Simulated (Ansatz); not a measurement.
Take GaN in the rock salt structure (space group Fm-3m, No. 225; a = 4.219 Å; a model cell) as the base. Axes: x, y, z lie along the cube axes.

Perturbation: uniaxial strain ε_xx = −1.13 %, all other strain components held at zero, atoms relaxed at fixed cell.

Levels (all Ansatz, a quantum-chemistry and plane-wave program, PAW): PBEsol (420 eV, no SOC); r2SCAN (500 eV, no spin-orbit coupling); HSE06 (420 eV, spin-orbit coupling left out).

One geometry, relaxed with PBEsol, under each level:

| level | band gap | lowest conduction level above the VBM at special points | electron mass | pressure |
|---|---|---|---|---|
| PBEsol | 0.55 eV | M 0.55 eV; X 0.67 eV; Γ 2.41 eV; S 3.05 eV | 0.45 mₑ along k, 0.18 mₑ across (at M) | 2.76 GPa |
| r2SCAN | 1.17 eV | M 1.17 eV; X 1.28 eV; Γ 2.98 eV; S 3.69 eV | 0.44 mₑ along k, 0.20 mₑ across (at M) | 2.44 GPa |
| HSE06 | … | … | – | – |

Give the withheld HSE06 results.


- HSE06, band gap: 1.91 eV
- HSE06, lowest conduction level above the VBM at special points: M 1.91 eV; X 2.04 eV; Γ 3.76 eV

Single points use the geometry relaxed with PBEsol. Their cutoffs differ, which shifts pressures a little. HSE06 was sampled on its mesh, a few special points and the semilocal edge points, so its gap is an upper bound. Masses are band curvatures over ±0.01 Å⁻¹ around the edge. Along k means along the line from Γ to the band edge. Stability against distortions was not tested. The base started in Pnma and relaxed to Fm-3m at this level. This is not the structure that GaN has at room temperature and ambient pressure. Labels are those of the standard path for the cell's own space group.
